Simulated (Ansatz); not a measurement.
RbBr under a change: tensor shear ε_xy = +2.00 %

Base system: RbBr in the rock salt structure (space group Fm-3m, No. 225; a = 6.843 Å). Axes: x, y, z lie along the cube axes.

The change: a pure shear with ε_xy = ε_yx = 0.0200, atoms relaxed at fixed cell.

The values are results of plane-wave PAW DFT at the PBEsol level (Ansatz, an electronic-structure program, 420 eV), spin-orbit coupling left out, not measurements. Settings: 8×8×8 k-points, 0.05 eV Fermi–Dirac smearing.

| quantity | base | changed | shift |
|---|---|---|---|
| volume per atom | 40.06 Å³ | 40.04 Å³ | -0.02 Å³ |
| space group | Fm-3m (No. 225) | Immm (No. 71) | – |
| shortest interatomic distance | 3.422 Å | 3.422 Å | 0.000 Å |
| energy relative to the base (free energy F) | 0 meV/atom | +0.8 meV/atom | +0.8 meV/atom |
| band gap | 4.22 eV | 4.19 eV | -0.038 eV |
| gap character | direct at Γ | direct at Γ | – |
| electron mass | 0.36 mₑ (at Γ) | 0.36 mₑ (at Γ) | – |
| valence-band top at Γ (three highest levels, from the VBM) | 0.00, 0.00, 0.00 eV | 0.00, -0.04, -0.06 eV | – |
| valley order (the lowest conduction-band minima on the path, energy above the VBM, named in the base's zone) | Γ 4.22 eV; X along ⟨100⟩ 5.50 eV | Γ 4.19 eV; X along [001] 5.46 eV; X along [100] 5.46 eV | – |
| stress (xx, yy, zz, yz, xz, xy; compression positive) | – | (0.00, 0.00, 0.00, 0.00, 0.00, -0.16) GPa | – |

Final structure:

```xyz
2
Lattice="0.0684 3.4216 3.4216 3.4216 0.0684 3.4216 3.4901 3.4901 0.0000" Properties=species:S:1:pos:R:3 pbc="T T T"
Rb     0.0000     0.0000     0.0000
Br     3.4901     3.4901     3.4216
```

The cells carry an imposed strain or load. Masses are band curvatures over ±0.01 Å⁻¹ around the edge. Whether these cells are dynamically stable was not tested. Labels are those of the standard path for the cell's own space group.
